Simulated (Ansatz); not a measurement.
Take GaN in the wurtzite structure (space group P6_3mc, No. 186; a = 3.1826 Å, c = 5.1853 Å) as the base.

Level of theory: Ansatz (a first-principles code) PBEsol, scalar-relativistic without spin-orbit coupling.

Base values:

| Item | Result |
|---|---|
| Electron mass | 0.16 mₑ along c, 0.17 mₑ across (at Γ) |
| Gap character | direct at Γ |
| Lattice parameter a | 3.183 Å |
| Width of the top valence band | 2.82 eV |

The change: a negative pressure, −2 GPa.

Predict the new electron mass.

The electron mass becomes 0.15 mₑ along c, 0.17 mₑ across (at Γ) (base: 0.16 mₑ along c, 0.17 mₑ across (at Γ)).

What does the calculation give for the gap character after the change?

The gap character remains direct at Γ.

What does the calculation give for the lattice parameter a after the change?

The lattice parameter a increases by 0.0115 Å, from 3.183 Å to 3.194 Å.

Predict the new width of the top valence band.

The width of the top valence band drops by 0.04 eV to 2.78 eV.

Load acts through the strain it causes; cell and atoms are relaxed under it. Effective masses come from finite differences of ±0.01 Å⁻¹. No phonon test of stability was made.
